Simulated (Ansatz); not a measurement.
Input and output of a relaxation of cell and atoms for Ta₂H (C222, 3 atoms in the cell) (Ansatz, an electronic-structure program).

Computed with LDA (PW92), default PAW files made with PBE (plane waves; Ansatz).

The change in words: atoms on their sites; basis.ecutwfc: 30.9 Ry → 46.3 Ry; relax: default → cell and atoms. Reference geometry:
```xyz
3
Lattice="1.7291 -2.3833 0.0000 1.7291 2.3833 0.0000 0.0000 0.0000 4.7824" Properties=species:S:1:pos:R:3 pbc="T T T"
Ta     0.8645     1.1917     1.3153
Ta     0.8645    -1.1917     3.5171
H      0.0000     0.0000     0.0000
```

Reference input (self-consistent single point, DFT, LDA (PW92), plane waves, default PAW files made with PBE): basis.ecutwfc = 30.9 Ry; kpoints.mp_grid.grid = 8 8 5; hamiltonian.xc = lda; hamiltonian.pseudopotentials = {kind: paw} (the program's default PAW files); scf.occupations.method = fermi_dirac; scf.occupations.width = 0.0073 Ry. This run's input differs from it in these lines:

Ansatz 0.2 input:
```diff
@@ -7,3 +7,3 @@
   atoms:
-    - { symbol: Ta, position_ang: [0.864549, 1.191663, 1.315269] }
+    - { symbol: Ta, position_ang: [0.864549, 1.191663, 1.265270] }
     - { symbol: Ta, position_ang: [0.864549, -1.191663, 3.517093] }
@@ -11,3 +11,3 @@
 basis:
-  ecutwfc: 30.9 Ry
+  ecutwfc: 46.3 Ry
 kpoints:
@@ -23,2 +23,4 @@
     width: 0.0073 Ry
+relax:
+  cell: {}
 output:
```

Output, abridged:

```
   [... SCF lines of the steps left out ...]
relax step   1: F+E_penalty+E_count = -19381.36566456 eV  Δ(F+E_penalty+E_count) = +0.000e0 eV  max|allowed force component| = 4.460e-2 eV/Å  Δτ_max = 0.0000 Å  P = -11.431 GPa  Ω = 39.416 Å³  (7 SCF iters, dr2 threshold 1.00e-7 eV, accepted)
relax step   2: F+E_penalty+E_count = -19381.32104303 eV  Δ(F+E_penalty+E_count) = +4.462e-2 eV  max|allowed force component| = 7.304e-1 eV/Å  Δτ_max = 0.0184 Å  P = +17.034 GPa  Ω = 34.853 Å³  energy of the carried Pulay correction = +1.579e-4 eV  [...]
   [... lines left out ...]
relax step   6: F+E_penalty+E_count = -19381.45294126 eV  Δ(F+E_penalty+E_count) = -1.418e-4 eV  max|allowed force component| = 4.812e-3 eV/Å  Δτ_max = 0.0001 Å  P = +0.004 GPa  Ω = 37.165 Å³  energy of the carried Pulay correction = +7.557e-5 eV  [...]
relax step   7: F+E_penalty+E_count = -19381.45286378 eV  Δ(F+E_penalty+E_count) = +7.748e-5 eV  max|allowed force component| = 4.689e-3 eV/Å  Δτ_max = 0.0000 Å  P = +0.005 GPa  Ω = 37.165 Å³  stress off target by 3.47e-2 GPa  SCF on the basis [...]
basis re-selected at this cell: Δ(F+E_penalty+E_count) = +7.748e-5 eV, ΔP = +0.001 GPa vs the last step
the relaxation is at rest under the 4 symmetry operations that the run kept from its start: a minimum is not shown …
Stability not checked: this state was not tested for a lower state beside it, because too few of the mixer's solves of this state at the end of the SCF gave a …
Free energy (F): -19381.452864 eV
Internal energy: -19381.406718 eV  (E = F + TS)
   [... lines left out ...]
Fermi energy:    18.289913 eV
  cell:  # Å, volume = 37.1646 Å³
   [... lines left out ...]
    - [1.672783642646702, 2.3431233850945574, 3.957440732869554e-18]
    - [1.0945550270209377e-17, 2.561118259076533e-33, 4.740937842915252]
  atoms:
    - { symbol: Ta, position: [-2.8619137828744e-17, 0.4999999999999999, 0.2639525119972011] }
    - { symbol: Ta, position: [0.4999999999999999, -3.0163670893404633e-17, 0.7360474880027991] }
    - { symbol: H, position: [5.018638660073625e-34, 3.335128990268876e-34, -1.5113897634363852e-20] }
```

The run converged.  The full log also holds: “iter 5 did not close the SCF: its close was put off for the readings that it lacked (scf_convergence_deferred on its scf_iter line)”. The full log also holds: “iter 4 did not close the SCF: its close was put off for the readings that it lacked (scf_convergence_deferred on its scf_iter line)”.

Summary of the result:
- Free energy E − TS (on the zero of these files): -19381.4529 eV
- Fermi level (on the code's own zero): 18.29 eV
- Pressure: 0.00 GPa
- Largest force (vector length): 0.005 eV/Å
- Final cell: a = 2.879 Å, b = 2.879 Å, c = 4.741 Å, α = 90.00°, β = 90.00°, γ = 108.95°
- Final volume per atom: 12.39 Å³
- Relaxation steps: 7

The starting cell comes from a database of computed structures (which also holds hypothetical and non-ambient phases and stackings), without a prior relaxation at this level. Its lattice was rescaled by up to half a per cent. Spin polarisation is off. The relaxation keeps the symmetry of its start, so its end need not be a minimum. Ansatz's pressure includes its estimate of the finite-basis (Pulay) stress.

Cost on one core of a shared machine: roughly 40 s.
